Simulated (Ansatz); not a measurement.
# ScCl3 in the ReO3 type structure (space group Pm-3m, No. 221; a hypothetical phase, not in the database extracts checked)

Space group Pm-3m (No. 221); a = b = c = 4.9868 Å, α = β = γ = 90.00°

| atom | site | symmetry | x | y | z |
|---|---|---|---|---|---|
| Sc | 1a | m-3m | 0.0000 | 0.0000 | 0.0000 |
| Cl | 3d | 4/mm.m | 0.0000 | 0.0000 | 0.5000 |

All numbers come from PBE, PAW, 420 eV (Ansatz, an electronic-structure program; no SOC). Γ-centred 7×7×7 mesh, Fermi–Dirac width 0.05 eV.

```yaml
volume_per_atom: 31.00 Å³
density: 2.03 g/cm³
band_gap: 2.64 eV, indirect, R → Γ
Lowest conduction-band minima above the VBM: Γ 2.64 eV
total_energy: -1345.592 eV/atom (σ→0; compares only within this code and set-up)
```

Stability against distortions was not tested. All final runs are without spin polarisation.
